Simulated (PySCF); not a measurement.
PySCF 2.14.0, unrestricted TPSSH/def2-svpd, df: I[SiH]I, charge 0, multiplicity 2, 4 atoms. The geometry is a generated start, not checked to be a minimum at this level.

```yaml
task: energy
method: tpssh
basis: def2-svpd
two_electron_scheme: density fitting
mol.max_memory: 3000 MB
mf.max_cycle: 100
mf.conv_tol: 1e-09 (default)
mf.grids.level: 3 (default)
effective_core_potentials: those of the basis set, past Kr
basis_functions: 102
grid_points: 72904
```

```xyz
4

I     -2.0374    -0.9424    -0.1181
Si     0.0023     0.3118     0.5149
I      2.0459    -0.9205    -0.1483
H     -0.0108     1.5511    -0.2484
```

Charge 0 and multiplicity 2 are set for this test and not shown to be the ground state.

With the defaults (mf.DIIS = CDIIS, mf.diis = true, mf.level_shift = 0, mf.init_guess = minao, mf.damp = 0, mf.diis_start_cycle = 1, mf.diis_damp = 0, mf.diis_space = 8) it converges in 17 Fock builds. One run each on 2 threads, 1 BLAS thread, with these changes:
- mf.diis = false
- mf.init_guess = atom
- mf.init_guess = 1e
- mf.DIIS = EDIIS
- mf.init_guess = huckel
- mf.diis_space = 20
- mf.level_shift = 0.3 Hartree
- mf.damp = 0.3, mf.diis_start_cycle = 4
- mf.diis_damp = 0.3

Question: Which of these changes keep the SCF from converging, or lead it to another solution?

Answer: No convergence: mf.DIIS = EDIIS; mf.diis = false (the run ends without SCF convergence in 100 cycles). The rest reach the solution of the defaults.

```tsv
setting	Fock builds	end
mf.init_guess = atom	12	same solution
mf.init_guess = huckel	15	same solution
mf.diis_damp = 0.3	15	same solution
the defaults	17	same solution
mf.diis_space = 20	17	same solution
mf.damp = 0.3, mf.diis_start_cycle = 4	19	same solution
mf.init_guess = 1e	19	same solution
mf.level_shift = 0.3 Hartree	50	same solution
mf.DIIS = EDIIS	101	no convergence
mf.diis = false	101	no convergence
```
